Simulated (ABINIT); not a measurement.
Input and output of a relaxation of cell and atoms for AgAu₃ (I4/mmm, 4 atoms in the cell) (ABINIT).

Computed with PBEsol, norm-conserving pseudopotentials (PseudoDojo nc-sr-04 PBEsol standard) (plane waves; ABINIT).

Input as run:

```
# AgAu3, PseudoDojo nc-sr-04 PBEsol standard
pp_dirpath "./"
pseudos "Ag.upf, Au.upf"
acell 3*1.0
rprim
        -3.8669900325    3.8669900325    7.8271171068
         3.8669900325   -3.8669900325    7.8271171068
         3.8669900325    3.8669900325   -7.8271171068
natom 4
ntypat 2
znucl 47 79
typat 1 2 2 2
xcart
         0.0000000000    0.0000000000    0.0000000000
         0.0000000000    3.8669900325    3.9135585534
         3.8669900325   -0.0000000000    3.9135585534
         0.0000000000    0.0000000000    7.8271171068
ecut 20 Ha
occopt 3
tsmear 0.1 eV
nband 48
kptopt 1
ngkpt 4 4 4
nshiftk 1
shiftk 0 0 0
nstep 100
tolvrs 1.0e-11
ionmov 22
ntime 40
tolmxf 1.0e-04
optcell 2
dilatmx 1.08
ecutsm 0.5
prtwf 0
prtden 0
```

Output (repeated stretches shortened):

```
 Write iteration in HIST netCDF file

---OUTPUT-----------------------------------------------------------------------

 Cartesian coordinates (xcart) [bohr]
  2.45019014170056E-29  2.75366060782744E-29 -5.62033877524291E-29
  0.00000000000000E+00  3.85327973569980E+00  3.92784507077947E+00
  3.85327973569980E+00 -4.44089209850063E-16  3.92784507077947E+00
   [... lines left out ...]
 -5.05669603440309E-29 -5.60519385729927E-45  9.03771408883520E-31
  1.02362267902895E-30 -5.81417681688453E-29 -2.30963804492455E-30
  1.00110298009033E-28  5.81417681688453E-29  5.02095227157510E-31
 -5.05669603440309E-29 -5.60519385729927E-45  9.03771408883520E-31
 Gradient of E wrt nuclear positions in reduced coordinates (gred)
 -2.01948391736579E-28  1.87748895442601E-28  2.01948391736579E-28
  2.46124602428956E-28 -2.09837000788789E-28  2.01948391736579E-28
  1.57772181044202E-28 -1.65660790096412E-28 -6.05845175209737E-28
 -2.01948391736579E-28  1.87748895442601E-28  2.01948391736579E-28
 Scale of Primitive Cell (acell) [bohr]
  9.56072157545108E+00  9.56072157545108E+00  9.56072157545108E+00
 Real space primitive translations (rprimd) [bohr]
 -3.85327973569980E+00  3.85327973569980E+00  7.85569014155894E+00
  3.85327973569980E+00 -3.85327973569980E+00  7.85569014155894E+00
  3.85327973569980E+00  3.85327973569980E+00 -7.85569014155894E+00
 Unitary Cell Volume (ucvol) [Bohr^3]=  4.66557755789217E+02
 Angles (23,13,12)= [degrees]
  1.32464239155811E+02  1.32464239155811E+02  6.94967925003511E+01
 Lengths [Bohr]
  9.56072157545108E+00  9.56072157545108E+00  9.56072157545108E+00
 Stress tensor in cartesian coordinates (strten) [Ha/bohr^3]
  2.31113444261286E-04  0.00000000000000E+00  0.00000000000000E+00
  0.00000000000000E+00  2.31113444261299E-04  0.00000000000000E+00
  0.00000000000000E+00  0.00000000000000E+00 -1.42180549569861E-04
 Total energy (etotal) [Ha]= -5.96554026897300E+02

 Difference of energy with previous step (new-old):
           Absolute (Ha)=-8.45004E-04
           Relative     =-1.41648E-06
 fconv : at Broyd/MD step   2, gradients have not converged yet.
  max grad (force/stress) = 2.3111E-02 > tolmxf= 1.0000E-04 ha/bohr (free atoms)

--- !Ionmov22Error
src_file: m_pred_bfgs.F90
src_line: 798
mpi_rank: 0
message: |
    Lbfgs routine failed. Returned value: 0
    Restart your calculation from last step or try a different ionmov
...

 abinit_abort: decision taken to exit. Check above messages for more info
Abort(13) on node 0 (rank 0 in comm 0): application called MPI_Abort(MPI_COMM_WORLD, 13) - process 0
```

The program stopped with an error. 

The starting cell comes from a database of computed structures (which also holds hypothetical and non-ambient phases and stackings), without a prior relaxation at this level. Its lattice was rescaled by up to half a per cent.

Cost on one core of a shared machine: roughly 5 min.
